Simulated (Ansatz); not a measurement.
Take InAs in the zinc blende structure (space group F-43m, No. 216; a = 6.0261 Å) as the base. Axes: x, y, z lie along the cube axes.

Structures relaxed with Kohn–Sham DFT with the LDA functional, run in Ansatz (a quantum-chemistry and plane-wave program) with PAW and 420 eV plane waves, no spin-orbit coupling.

Base:

Simulated powder pattern, Cu Kα1, λ = 1.54056 Å (kinematic, ideal powder, no thermal factors, no anomalous dispersion; the 8 strongest lines at most, above 2 %, up to 2θ = 90°):

```csv
2θ (°),I/Imax (%),hkl
25.58,100,(111)
29.62,4.1,(200)
42.39,74,(220)
50.17,46,(311)
61.50,12,(400)
67.72,18,(331)
77.54,24,(422)
83.24,14,(511)
```

After one change:

Simulated powder pattern, Cu Kα1, λ = 1.54056 Å (kinematic, ideal powder, no thermal factors, no anomalous dispersion; the 8 strongest lines at most, above 2 %, up to 2θ = 90°):

| 2θ (°) | I/Imax (%) |
|---|---|
| 25.41 | 100 |
| 41.10 | 26 |
| 42.58 | 48 |
| 48.94 | 33 |
| 51.50 | 14 |
| 59.53 | 8.6 |
| 67.91 | 12 |
| 75.90 | 17 |

Task: Name the change that was made.
A. biaxial strain −3.00 %, plane normal [001], relaxed out of plane
B. biaxial strain +0.50 %, plane normal [001], relaxed out of plane
C. biaxial strain +3.00 %, plane normal [001], relaxed out of plane
D. biaxial strain −1.00 %, plane normal [001], relaxed out of plane

Result: C, biaxial strain +3.00 %, plane normal [001], relaxed out of plane. Its volume per atom is 28.00 Å³ against 27.35 Å³, and its space group is I-4m2 (No. 119).

No phonon test of stability was made. The final runs are not spin-polarised.
